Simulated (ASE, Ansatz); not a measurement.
One thermal frame of composition Mg2Zn, cell Mg32Zn16, first heated far above this temperature, then brought to it [in the CHGNet run: it was liquid; mean temperature 759 K (target 780 K); density 2.77 g/cm³, volume +8 % from the start cell's], 780 K, computed in Ansatz (plane waves, PAW) at several levels on the same positions and k-sampling (one point, (1/4, 1/4, 1/4)); no spin polarisation or spin-orbit coupling.

The frame comes from MD with CHGNet (ASE). The base level is PBE (cutoff 420 eV), whose static pressure on this k-sampling is -0.4 GPa. On the run's last frame a denser k-mesh moved the forces by 0.057 eV/Å rms, the static pressure by -0.08 GPa and the free energy by -14 meV/atom, which is about how far such values are converged. That check is the base level's. Differences between levels on one k-sampling err less than the absolute values. Cutoffs of the other levels: 500 eV for r2SCAN, the files' default (420 eV for most) otherwise. Volume per atom 22.76 Å³.

```tsv
level	static pressure less the base's (GPa)	rms force change from the base (eV/Å)	cost
PBE	0	0	(base)
r2SCAN	-1.3	0.05	around 5 core-minutes (rough)
PBEsol	-1.3	0.04	roughly 80 core-seconds
LDA	-2.8	0.09	very roughly 70 core-seconds
```

Ansatz is a first-principles code.
